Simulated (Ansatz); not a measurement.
Response to strain in hypothetical rock salt SbP

Start from SbP in the rock salt structure (space group Fm-3m, No. 225; a hypothetical phase, not in the database extracts checked; relaxed with 0.1 eV smearing).

```yaml
crystal:
  lattice:
    - [0.00000, 2.81703, 2.81703]
    - [2.81703, 0.00000, 2.81703]
    - [2.81703, 2.81703, 0.00000]
  atoms:
    - { symbol: P, position: [0.00000, 0.00000, 0.00000] }
    - { symbol: Sb, position: [0.50000, 0.50000, 0.50000] }
```

Cartesian axes are those of the cell as printed.

Strains are applied to the cell and any free atomic positions relax; under biaxial strain the out-of-plane vector relaxes too; under stress the whole cell relaxes.

Levels (all Ansatz, a program for electronic structure, PAW): PBE (420 eV, scalar-relativistic without spin-orbit coupling); r2SCAN (500 eV, no SOC).

The base cell above is that of PBE; each level relaxes its own structures.

Notes on the quantities. energy relative to the base: free energy F.

```csv
case,"energy relative to the base, PBE","energy relative to the base, r2SCAN"
"biaxial strain +0.89 %, plane normal [001], relaxed out of plane",+2.1 meV/atom,+2.2 meV/atom
"biaxial strain +1.48 %, plane normal [001], relaxed out of plane",+5.8 meV/atom,(withheld)
isotropic strain −0.34 %,+0.5 meV/atom,+0.6 meV/atom
isotropic strain +0.22 %,+0.2 meV/atom,(withheld)
isotropic strain +2.63 %,+30 meV/atom,(withheld)
isotropic strain +3.66 %,+56 meV/atom,+59 meV/atom
isotropic strain +4.92 %,+97 meV/atom,(withheld)
uniaxial strain ε_xx = −1.29 %,+2.2 meV/atom,+2.3 meV/atom
uniaxial strain ε_xx = +0.84 %,+0.9 meV/atom,(withheld)
tensor shear ε_yz = −0.26 %,0.0 meV/atom,+0.1 meV/atom
"uniaxial stress, 3 GPa tension along x",+4.0 meV/atom,+3.7 meV/atom
"strain tensor (xx, yy, zz, yz, xz, xy) = (+0.59, +1.20, +0.24, −0.57, −1.28, +1.80) %",+5.9 meV/atom,(withheld)
```

Question: What belongs in the blanks?

Answer: 
- biaxial strain +1.48 %, plane normal [001], relaxed out of plane, energy relative to the base, r2SCAN: +6.0 meV/atom
- isotropic strain +0.22 %, energy relative to the base, r2SCAN: +0.2 meV/atom
- isotropic strain +2.63 %, energy relative to the base, r2SCAN: +31 meV/atom
- isotropic strain +4.92 %, energy relative to the base, r2SCAN: +102 meV/atom
- uniaxial strain ε_xx = +0.84 %, energy relative to the base, r2SCAN: +0.9 meV/atom
- strain tensor (xx, yy, zz, yz, xz, xy) = (+0.59, +1.20, +0.24, −0.57, −1.28, +1.80) %, energy relative to the base, r2SCAN: +6.6 meV/atom

The two levels differ by at most about 5.4 meV/atom. They put the cases in the same order.

Beyond what the load breaks, stability against distortions was not tested. The final runs are not spin-polarised.
